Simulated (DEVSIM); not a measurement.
Structure: Pd/SiO2/n-Si capacitor, at 400 K.

| layer (left to right) | material | thickness (nm) | Nd (cm⁻³) |
|---|---|---|---|
| 1 | SiO2 | 8.00 | - |
| 2 | Si | 1600 | 1.3e17 |

Metal gate on the left, work function 5.2 eV. Fixed charge at the semiconductor interface 0 cm⁻² (in units of +e); no interface traps.

Constants are typed, rounded textbook-type inputs, not results; the design itself was drawn at random and stands for no fabricated device. Values at 300 K; Nc and Nv go as T^1.5, mobilities as T to minus their exponent, the gap by Varshni's rule with the affinity fixed.

```csv
parameter,SiO2,Si
gap (eV),9,1.124
affinity (eV),0.9,4.05
permittivity,3.9,11.7
Nc (cm⁻³),-,2.86e19
Nv (cm⁻³),-,3.1e19
Varshni α (eV/K),-,0.000473
Varshni β (K),-,636
```

Model (solved in DEVSIM): 1D Poisson equation in equilibrium, Boltzmann statistics, complete ionisation; no quantum confinement or tunnelling. Metal contacts follow the ideal Schottky-Mott rule: no Fermi-level pinning, no interface dipoles.

The substrate doping was swept, all else fixed.

```csv
substrate doping (cm^-3),minimum of the low-frequency capacitance (μF/cm²),threshold voltage (band bending 2φF) (V),flat-band voltage (V)
6.5e15,0.0377,0.29,0.85
1.3e16,0.0500,0.23,0.87
2.6e16,0.0628,0.15,0.89
6.5e16,0.0875,0.01,0.93
1.3e17,[?],[?],0.95
2.6e17,0.136,-0.35,0.97
```

### Question
Some entries are withheld; supply them.

### Answer

- 1.3e17, minimum of the low-frequency capacitance (μF/cm²): 0.109
- 1.3e17, threshold voltage (band bending 2φF) (V): -0.14
